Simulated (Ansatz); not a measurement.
## Point defect Mn on the W site in bcc W

These are PBE, PAW (plane waves to 420 eV; Ansatz, a first-principles code) values and carry that method's errors. Set-up: 54-site cell; 4×4×4 shifted k-points; start: the W site; no spin–orbit coupling; no Hubbard U; not converged in cell size; the relaxation kept the symmetry of the starting site.

Neighbours after relaxation, in Å: of the Mn atom: W 2.75, W 2.75, W 2.75, W 2.75, W 2.75, W 2.75, W 2.75, W 2.75 (the shell may go on).

Formation energies E_f are those of the neutral cell. Chemical conditions: host crystal and elements as references (Δμ(W) = 0.00 eV, Δμ(Mn) = 0.00 eV; Mn taken from its element, since no compound that bounds it was computed at this level; only phases computed here count, gases as isolated molecules at 0 K). Reference phases: Mn: fcc-type Mn, layered antiferromagnet, W: bcc W.

```tsv
charge	moment (μB)	point group	largest move off a lattice site (Å)	E_f, host crystal and elements as references (eV)
0	3.0	Oh	0.02	0.48
```

Point groups are those of the whole cell at tolerances of 0.03 and 0.1 Å ("near" where only the looser one holds); none is given for unsettled states.

Starting moments that weren't kept: charge 0 began with 4 μB and ended with 3.0.

All states together cost very roughly 30 core-minutes.
